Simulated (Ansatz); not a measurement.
We consider CsCl-type FeAl, described by r²SCAN in Ansatz (plane waves, PAW).

Numerical settings: plane-wave cutoff 600 eV, 16×16×16 k mesh, Fermi–Dirac smearing 0.1 eV, finite displacements, no spin polarisation, scalar-relativistic PAW data made under PBE.

Computed at the level's own relaxed cell.

```yaml
crystal:
  lattice:
    - [2.84285, 0.00000, 0.00000]
    - [0.00000, 2.84285, 0.00000]
    - [0.00000, 0.00000, 2.84285]
  atoms:
    - { symbol: Al, position: [0.50000, 0.50000, 0.50000] }
    - { symbol: Fe, position: [0.00000, 0.00000, 0.00000] }
```

Harmonic phonon frequencies (cm⁻¹; i marks an imaginary mode):

```csv
q point,frequencies
Γ,___
X,___
M,121 121 280 306 407 407
```

### Question
What belongs in the gaps?

### Answer

- Γ, frequencies: 0 0 0 368 368 368
- X, frequencies: 237 237 248 303 303 346

No imaginary mode appears at these points.

Ansatz is a program for electronic structure.
